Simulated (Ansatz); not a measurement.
Worked example: self-consistent single point of LuBi2ClO4 (P1, 8 atoms in the cell) in Ansatz (an electronic-structure program).

Level of theory: LDA (PW92), default PAW files made with PBE (plane waves; Ansatz).

The change in words: atoms moved at random. Reference geometry:
```xyz
8
Lattice="3.8571 0.0000 0.0000 0.0000 3.8571 0.0000 0.0000 0.0000 9.0152" Properties=species:S:1:pos:R:3 pbc="T T T"
Lu     0.0000     0.0000     0.0000
Bi     1.9286     1.9286     2.4856
Bi     1.9286     1.9286     6.5296
Cl     0.0000     0.0000     4.5076
O      1.9286     0.0000     7.6771
O      1.9286     0.0000     1.3381
O      0.0000     1.9286     7.6771
O      0.0000     1.9286     1.3381
```

Reference input (self-consistent single point, DFT, LDA (PW92), plane waves, default PAW files made with PBE): kpoints.mp_grid.grid = 7 7 3; hamiltonian.xc = lda; hamiltonian.pseudopotentials = {kind: paw} (the program's default PAW files); scf.occupations.method = fixed. This run's input differs from it in these lines:

Ansatz 0.2 input:
```diff
@@ -7,10 +7,10 @@
   atoms:
-    - { symbol: Lu, position: [0.00000000, 0.00000000, 0.00000000] }
-    - { symbol: Bi, position: [0.50000000, 0.50000000, 0.27571000] }
-    - { symbol: Bi, position: [0.50000000, 0.50000000, 0.72429000] }
-    - { symbol: Cl, position: [0.00000000, 0.00000000, 0.50000000] }
-    - { symbol: O, position: [0.50000000, 0.00000000, 0.85157000] }
-    - { symbol: O, position: [0.50000000, 0.00000000, 0.14843000] }
-    - { symbol: O, position: [0.00000000, 0.50000000, 0.85157000] }
-    - { symbol: O, position: [0.00000000, 0.50000000, 0.14843000] }
+    - { symbol: Lu, position: [0.00945900, -0.00058000, 0.00181900] }
+    - { symbol: Bi, position: [0.50165100, 0.49362600, 0.27422500] }
+    - { symbol: Bi, position: [0.49199900, 0.50111400, 0.72254200] }
+    - { symbol: Cl, position: [0.00348000, -0.00321000, 0.50106500] }
+    - { symbol: O, position: [0.50345500, 0.00724700, 0.84871500] }
+    - { symbol: O, position: [0.51045800, 0.00415900, 0.14516000] }
+    - { symbol: O, position: [-0.00387900, 0.50202800, 0.85288800] }
+    - { symbol: O, position: [-0.01662200, 0.49561600, 0.15358700] }
 kpoints:
```

Output, abridged:

```
SCF iter   1: F=—  HF=-41936.157184 eV  |F-HF|=—  |Δ(HF+E_count)|=         —  Δρ=1.49e-2  dr2=2.97e-1  ethr=1.77e-3  ⟨swp⟩=5.5  Hψ=15257  notcnv=0  defer=480
all-band conjugate gradients solve this SCF's bands
preconditioner: auto → Resta (q_TF=auto, 2.534 Å⁻¹)
SCF iter   2: F=—  HF=-41936.093980 eV  |F-HF|=—  |Δ(HF+E_count)|=   6.32e-2  Δρ=5.64e-3  dr2=3.64e-2  ethr=3.45e-4  ⟨swp⟩=2.6  Hψ=7079  notcnv=0  defer=511
   [... lines left out ...]
SCF iter   6: F=—  HF=-41936.084936 eV  |F-HF|=—  |Δ(HF+E_count)|=   5.26e-5  Δρ=8.58e-5  dr2=9.00e-6  ethr=7.84e-8  ⟨swp⟩=3.0  Hψ=8368  notcnv=0  defer=414
SCF iter   7: F=—  HF=-41936.084938 eV  |F-HF|=—  |Δ(HF+E_count)|=   1.81e-6  Δρ=6.06e-5  dr2=4.24e-6  ethr=1.05e-8  ⟨swp⟩=2.2  Hψ=7012  notcnv=0  defer=410
SCF iter   8: F=—  HF=-41936.084937 eV  |F-HF|=—  |Δ(HF+E_count)|=   2.65e-7  Δρ=1.71e-5  dr2=3.90e-7  ethr=4.93e-9  ⟨swp⟩=2.0  Hψ=5959  notcnv=0  defer=411
SCF iter   9: F=-41936.084937 eV  HF=-41936.084937 eV  |F-HF|=2.14e-8  |Δ(HF+E_count)|=   7.95e-8  Δρ=6.97e-6  dr2=6.17e-8  ethr=1.16e-10  ⟨swp⟩=17.2  Hψ=29929  notcnv=0
SCF 1 converged in 9 iterations: F = -41936.084937 eV  dr2 = 6.17e-8
Free energy (F): -41936.084937 eV
Internal energy: -41936.084937 eV  (E = F + TS)
E sigma→0 (E₀):  -41936.084937 eV
Fermi energy:    9.042546 eV
--- Forces (eV/Å), atoms counted from 1 ---
  atom   1  Lu    -0.22025722     0.03464712    -0.41000543
  atom   2  Bi    -0.25135511     0.12740633    -0.18985355
  atom   3  Bi     0.10861815     0.07569730     0.85343840
  atom   4  Cl    -0.04302911     0.03731310    -0.04403737
  atom   5  O     -0.12082585    -0.20145630    -0.05945583
  atom   6  O     -0.48670315    -0.27333078     0.26066725
  atom   7  O      0.16946268     0.04617052    -0.11776148
  atom   8  O      0.84405673     0.15356810    -0.29285725
--- Stress (GPa, compression-positive) ---
       -6.825889       0.066244      -0.712780
        0.066244      -7.596734       0.222796
       -0.712780       0.222796      -6.453053
  P = ⅓ Tr σ = -6.9586 GPa (-69.586 kbar)
  The stress holds the Pulay correction. Without it, at fixed plane waves, as pw.x and ABINIT print it: P = -7.4866 GPa
```

The run converged in 9 iterations. Against the reference run the free energy rises by 8.6 meV/atom, the pressure goes from -7.21 to -6.96 GPa, the largest force goes from 0.673 to 0.907 eV/Å and the gap on the mesh goes from 1.251 to 1.266 eV.

The starting cell comes from a database of computed structures (which also holds hypothetical and non-ambient phases and stackings), without a prior relaxation at this level. For this run, on top of that: atoms moved at random. Spin-orbit coupling is off. With a pressure of about -7 GPa the cell is away from its equilibrium volume at this level. Ansatz's pressure includes its estimate of the finite-basis (Pulay) stress. Without the estimate this run gives -7.49 GPa.

Cost on one core of a shared machine: roughly 60 s.
